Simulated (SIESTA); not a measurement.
Several settings converged on the (001) slab of NaCl (cut from a parent of space group no. 225; 8 atoms in the cell)

```yaml
crystal:
  lattice:
    - [4.00005, 0.00000, 0.00000]
    - [-4.00005, 4.00005, 0.00000]
    - [0.00000, 0.00000, 22.48541]
  atoms:
    - { symbol: Cl, position: [0.00000, 0.50000, 0.43711] }
    - { symbol: Cl, position: [0.00000, 0.00000, 0.31131] }
    - { symbol: Cl, position: [0.00000, 0.50000, 0.68869] }
    - { symbol: Cl, position: [0.00000, 0.00000, 0.56289] }
    - { symbol: Na, position: [0.00000, 0.00000, 0.43711] }
    - { symbol: Na, position: [0.00000, 0.50000, 0.31131] }
    - { symbol: Na, position: [0.00000, 0.00000, 0.68869] }
    - { symbol: Na, position: [0.00000, 0.50000, 0.56289] }
```

Base method: GGA PBE, numerical atomic orbitals DZP, PseudoDojo PBE standard norm-conserving potentials (rewritten from UPF to PSML) in SIESTA.

Base settings: XC.functional = GGA; XC.authors = PBE; potentials = PseudoDojo PBE standard; PAO.BasisSize = DZP; PAO.EnergyShift = 0.01 Ry; MeshCutoff = 350 Ry; kgrid.MonkhorstPack = 8 8 1; OccupationFunction = FD; ElectronicTemperature = 116.05 K; MaxSCFIterations = 150.

Core times come from one kind of shared machine, to one figure; runs under 30 s give none.

**The k-point mesh**

Only quantities that move along the ladder and can be compared are tabulated.

| kgrid.MonkhorstPack | free energy less the last step's (meV/atom) | largest difference of a force vector from the last step's (eV/Å) | gap on the mesh (eV) |
|---|---|---|---|
| 2 2 1 | 46.87 | 0.033 | 4.954 |
| 3 3 1 | 1.18 | 0.008 | 5.005 |
| 4 4 1 | -0.20 | 0.002 | 5.013 |
| 5 5 1 | -0.26 | 0.000 | 5.014 |
| 6 6 1 | -0.05 | 0.000 | 5.015 |
| 7 7 1 | -0.02 | 0.000 | 5.015 |
| 8 8 1 | -0.01 | 0.000 | 5.015 |
| 10 10 1 | 0.00 | 0.000 | 5.015 |
| 12 12 1 | 0.00 | 0.000 | 5.015 |
| 14 14 1 | 0.00 | 0.000 | 5.015 |
| 16 16 1 | 0.00 | 0.000 | 5.015 |
| 19 19 1 | 0.00 | 0.000 | 5.015 |
| 22 22 1 | 0.00 | 0.000 | 5.015 |

Coarsest kgrid.MonkhorstPack that holds the free energy within 5 meV/atom of the last step, with all finer ones: 3 3 1; the step before is off by 47 meV/atom.

Coarsest kgrid.MonkhorstPack that holds the forces within 0.005 eV/Å of the last step, with all finer ones: 4 4 1; the step before is off by 0.008 eV/Å.

**The depth of the relaxed slab**

On a (001) slab of NaCl (cut from a parent of space group no. 225; 4 atoms in the cell), and deeper slabs.

In this ladder: MD.TypeOfRun = CG; MD.Steps = 40; MD.MaxForceTol = 0.02 eV/Ang.

The mesh stays at the base's, so the ladder's end is converged at best in this setting alone.

Only quantities that move along the ladder and can be compared are tabulated; forces are left out, as grid noise moves with the cell.

| atoms | gap on the mesh (eV) | relaxation steps | core time / last (rough) |
|---|---|---|---|
| 4 | 5.200 | 6 | 0.2 |
| 12 | 5.122 | 7 | 0.5 |
| 16 | 5.114 | 11 | 1 |
| 20 | 5.114 | 9 | 1 |

Smallest size that holds the gap on the mesh within 0.02 eV of the last step, with all finer ones: 12; the step before is off by 0.086 eV.

On the base run: the starting cell has typed, rounded lattice constants, without a prior relaxation at this level. The slab is cut from that crystal, and its faces are unrelaxed. Its lattice was rescaled by up to half a per cent. Spin polarisation is off, though cut faces can carry moments; a gap of a slab can lie between surface states. Values carry the incompleteness of an atom-centred basis.
